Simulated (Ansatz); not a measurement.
```xyz
2
Lattice="0.0000 2.8373 2.8373 2.8373 0.0000 2.8373 2.8373 2.8373 0.0000" Properties=species:S:1:pos:R:3 pbc="T T T"
As     1.4186     1.4186     1.4186
Al     0.0000     0.0000     0.0000
```

The cell is fixed at its relaxed static size. Melting and transitions to other phases are not modelled. An odd repeat of the supercell leaves out some zone-boundary points, where instabilities often lie.

Problem. Estimate each atom's mean-square displacement (sum over three axes) at 600 K from path-integral sampling on the energy surface fitted in the stochastic self-consistent harmonic approximation in a 3×3×3 supercell, PBEsol density-functional theory in Ansatz (plane waves, PAW).

Solution. As1 0.048 Å², Al2 0.054 Å². Waves longer than the supercell are missing, so the values are low for an infinite crystal. Over all wave vectors of the supercell the softest harmonic mode is 65 cm⁻¹ at q = (0.00, 0.00, 0.33); the softest of the Hessian is 64 cm⁻¹ at q = (0.00, 0.00, 0.33) at 300 K (error under 1; the run's verdict: stable), 62 cm⁻¹ at q = (0.00, 0.00, 0.33) at 600 K (error under 1; the run's verdict: stable).

Ansatz is a program for electronic structure.
